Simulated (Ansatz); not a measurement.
## TiAl2O5, pressure series

The reference is TiAl2O5 (space group Cmcm, No. 63; a = 3.6037 Å, b = 9.3603 Å, c = 9.6418 Å; a cell from a computed database, its experimental status unchecked).

Cell and atoms are relaxed at each pressure.

Computed with DFT with PBEsol, PAW potentials and a 420 eV plane-wave cutoff in Ansatz (a quantum-chemistry and plane-wave program), no SOC.

| pressure (GPa) | volume per atom (Å³/atom) |
|---|---|
| -2 | 10.272 |
| -1 | ? |
| 0 | 10.164 |
| 0.3 | 10.148 |
| 0.7 | 10.127 |
| 1.5 | 10.085 |
| 3 | 10.011 |
| 5 | 9.915 |
| 7.5 | 9.802 |

Problem. Fit the third-order Birch–Murnaghan form P(V) = (3B₀/2)[(V₀/V)^(7/3) − (V₀/V)^(5/3)]·[1 + (3/4)(B₀′ − 4)((V₀/V)^(2/3) − 1)] (squares taken in P) to the rows shown and predict the withheld row.

Solution. Least squares on the printed values gives V₀ = 10.164 Å³/atom, B₀ = 192 GPa, B₀′ = 4.1; this predicts 10.217 Å³/atom, and the run gives 10.217 Å³/atom, in agreement.

Load acts through the strain it causes; cell and atoms are relaxed under it. Whether these cells are dynamically stable was not tested. No other phases were tried under pressure. All final runs are without spin polarisation.
